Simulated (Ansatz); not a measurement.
# WSe2 in the 2H-MoS2 type structure (space group P6_3/mmc, No. 194; layered, stacked along the Cartesian z axis)

```yaml
crystal:
  lattice:
    - [3.23045, 0.00000, 0.00000]
    - [-1.61522, 2.79765, 0.00000]
    - [0.00000, 0.00000, 12.41060]
  atoms:
    - { symbol: W, position: [0.33333, 0.66667, 0.25000] }
    - { symbol: W, position: [0.66667, 0.33333, 0.75000] }
    - { symbol: Se, position: [0.33333, 0.66667, 0.61454] }
    - { symbol: Se, position: [0.66667, 0.33333, 0.11454] }
    - { symbol: Se, position: [0.66667, 0.33333, 0.38546] }
    - { symbol: Se, position: [0.33333, 0.66667, 0.88546] }
```

Level of theory: PBEsol-D3(BJ)/PAW in Ansatz (a program for electronic structure), scalar-relativistic without spin-orbit coupling, earlier PAW set. Γ-centred 12×12×3 mesh, Fermi–Dirac width 0.05 eV.

| Quantity | Result |
|---|---|
| Volume per atom | 18.69 Å³ |
| Density | 10.12 g/cm³ |
| Band gap | 0.67 eV, indirect, Γ → K–Γ (47 % along) |
| Hole mass | 1.5 mₑ along c, 0.60 mₑ across |
| Total energy | -7036.392 eV/atom (σ→0; compares only within this code and set-up) |

With W present, leaving out spin-orbit coupling can change the band edges. Masses are band curvatures over ±0.01 Å⁻¹ around the edge. Whether these cells are dynamically stable was not tested.
